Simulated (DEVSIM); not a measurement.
Device: Al0.1Ga0.9As/GaAs p-n heterojunction, at 300 K.

```csv
layer (left to right),material,thickness (μm),Nd (cm⁻³),Na (cm⁻³),τn (s),τp (s)
1,Al0.1Ga0.9As,0.210,-,1.9e17,7.8e-9,7.8e-9
2,GaAs,0.600,8.6e16,-,7.8e-9,7.8e-9
```

Left contact: ohmic. Right contact: ohmic. Voltage is applied to the left contact. Recombination: SRH at mid-gap, Auger. Mobility is μmin + (μ − μmin)/(1 + (N/Nref)^α).

Constants are typed, rounded textbook-type inputs, not results; the design itself was drawn at random and stands for no fabricated device. Values at 300 K.

| parameter | Al0.1Ga0.9As | GaAs |
|---|---|---|
| gap (eV) | 1.5487 | 1.424 |
| affinity (eV) | 3.991 | 4.07 |
| permittivity | 12.62 | 12.9 |
| Nc (cm⁻³) | 5.17e17 | 4.7e17 |
| Nv (cm⁻³) | 9e18 | 9e18 |
| μn (cm²/Vs) | 6520 | 8500 |
| μp (cm²/Vs) | 317 | 400 |
| μn,min | 500 | 500 |
| μp,min | 20 | 20 |
| Nref,n | 6e16 | 6e16 |
| Nref,p | 1.5e17 | 1.5e17 |
| αn | 0.39 | 0.39 |
| αp | 0.38 | 0.38 |
| Cn (cm⁶/s) | 1e-30 | 1e-30 |
| Cp (cm⁶/s) | 1e-30 | 1e-30 |

Model (solved in DEVSIM): 1D drift-diffusion, Boltzmann statistics, complete ionisation; no tunnelling, impact ionisation, image-force lowering or self-heating. Band offsets follow the typed affinities; no thermionic-emission limit at abrupt steps, no polarisation charge.

The doping Na of layer 1 was swept, all else fixed.

```
doping Na of layer 1 (cm^-3)  dark forward voltage at 1 A/cm² (V)  dark forward voltage at 100 A/cm² (V)  largest field in the device at zero bias (V/cm)  potential step across the device at zero bias (V)
----------------------------  -----------------------------------  -------------------------------------  -----------------------------------------------  -------------------------------------------------
5.7e15                                                      0.978                                  1.117                                            59000                                              1.235
1.9e16                                                      1.030                                  1.157                                            76000                                              1.267
5.7e16                                                      1.057                                  1.179                                           110000                                              1.295
1.9e17                                                      1.066                                  1.188                                           150000                                              1.326
5.7e17                                                      1.068                                  1.190                                           170000                                              1.354
1.9e18                                                      1.068                                  1.191                                           180000                                              1.386
```

From the first row to the last the dark forward voltage at 1 A/cm² goes from 0.978 to 1.068. From the first row to the last the dark forward voltage at 100 A/cm² goes from 1.117 to 1.191.
